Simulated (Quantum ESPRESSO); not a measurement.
## Parameter sweep on CO2 (I-42d, 6 atoms in the cell)

```
CO2
1.0
    1.99941    -1.99941     3.05174
    1.99941     1.99941     3.05174
   -1.99941    -1.99941     3.05174
C O
2 4
Direct
  0.50000   0.25000   0.75000
  0.00000   0.00000   0.00000
  0.91520   0.12500   0.70980
  0.41520   0.95980   0.87500
  0.08480   0.62500   0.04020
  0.58480   0.29020   0.37500
```

Base run A: LDA (PZ), GBRV 1.5 ultrasoft (LDA) pseudopotentials in Quantum ESPRESSO, self-consistent single point.

Its settings: ecutwfc = 40 Ry; ecutrho = 200 Ry; occupations = fixed; potentials = {C: c_lda_v1.2.uspp.F.UPF, O: o_lda_v1.2.uspp.F.UPF}; K_POINTS = automatic 6 6 6 0 0 0; nbnd = 20; conv_thr = 1e-10 Ry; mixing_beta = 0.7.

The starting cell comes from a database of computed structures (which also holds hypothetical and non-ambient phases and stackings), without a prior relaxation at this level. Its lattice was rescaled by a random factor within 2.5 % of one. In the base run, with a pressure of about -20 GPa the cell is away from its equilibrium volume at this level.

Run A gave: pressure (GPa) -20.43; largest force (eV/Å) 0.885; gap on the mesh (eV) 7.301; k-points 30.

Runs:
- B: ecutwfc: 40 Ry → 55 Ry; ecutrho: 200 Ry → 440 Ry; pseudopotentials: {C: c_lda_v1.2.uspp.F.UPF, O: o_lda_v1.2.uspp.F.UPF} → {C: C.pbe-n-kjpaw_psl.1.0.0.UPF, O: O.pbe-n-kjpaw_psl.0.1.UPF}; K_POINTS: automatic 6 6 6 0 0 0 → automatic 3 3 3 0 0 0; input_dft: default → pbesol [PBEsol]
- C: ecutwfc: 40 Ry → 55 Ry; ecutrho: 200 Ry → 440 Ry; pseudopotentials: {C: c_lda_v1.2.uspp.F.UPF, O: o_lda_v1.2.uspp.F.UPF} → {C: C.pbe-n-kjpaw_psl.1.0.0.UPF, O: O.pbe-n-kjpaw_psl.0.1.UPF}; K_POINTS: automatic 6 6 6 0 0 0 → automatic 4 4 4 0 0 0; input_dft: default → pbesol [PBEsol]
- D: ecutwfc: 40 Ry → 55 Ry; ecutrho: 200 Ry → 440 Ry; pseudopotentials: {C: c_lda_v1.2.uspp.F.UPF, O: o_lda_v1.2.uspp.F.UPF} → {C: C.pbe-n-kjpaw_psl.1.0.0.UPF, O: O.pbe-n-kjpaw_psl.0.1.UPF}; K_POINTS: automatic 6 6 6 0 0 0 → automatic 5 5 5 0 0 0; input_dft: default → pbesol [PBEsol]

### Question
What does run C change against A?

### Answer
The pressure goes from -20.43 to -14.63 GPa, the largest force goes from 0.885 to 0.652 eV/Å and the gap on the mesh goes from 7.301 to 7.396 eV.

### Question
What does run B change against A?

### Answer
The pressure goes from -20.43 to -14.64 GPa, the largest force goes from 0.885 to 0.651 eV/Å and the gap on the mesh goes from 7.301 to 7.553 eV.

```csv
run,pressure (GPa),largest force (eV/Å),gap on the mesh (eV),k-points
A,-20.43,0.885,7.301,30
B,-14.64,0.651,7.553,6
C,-14.63,0.652,7.396,13
D,-14.62,0.652,7.422,18
```
